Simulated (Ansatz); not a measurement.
**ZnSe under load (space group I-4m2): band-edge transport data**

Given:

```xyz
2
Lattice="0.0000 2.8544 2.7750 2.8544 0.0000 2.7750 2.8544 2.8544 0.0000" Properties=species:S:1:pos:R:3 pbc="T T T"
Zn     0.0000     0.0000     0.0000
Se     4.2816     4.2816     4.1624
```

Level of theory: r2SCAN with spin-orbit coupling, rigid bands (plane waves, PAW; Ansatz, a first-principles code). Condition of this run: uniaxial stress zz = 1 GPa (compression positive) (the target of the relaxation). Cell: cell and atoms relaxed with r2SCAN, then loaded as said.

The band gap comes out as 1.73 eV and the electron conductivity mass (300 K, dilute) is 0.133 mₑ. The hole conductivity mass (300 K, dilute) is 0.70 (x), 0.70 (y), 0.49 (z) mₑ. The effective density of states N_c (300 K) comes out as 1.2e18 cm⁻³ and the effective density of states N_v (300 K) is 1.1e19 cm⁻³. The density-of-states mass, electrons comes out as 0.132 mₑ, the density-of-states mass, holes is 0.56 mₑ and the Seebeck coefficient, n-type 1e19 cm⁻³, 300 K is -82 μV/K. The Seebeck coefficient, p-type 1e19 cm⁻³, 300 K is 270 μV/K and the best p-type power factor at 300 K for τ = 10 fs (best axis; densities from 1e16 to 1e21 cm⁻³ tried, whether or not they can be reached) is 7.1 μW/(cm·K²) at 3e20 cm⁻³.

Rigid bands; masses and Seebeck coefficients take one relaxation time τ for all states and one kind of carrier; polarons and phonon drag are left out.
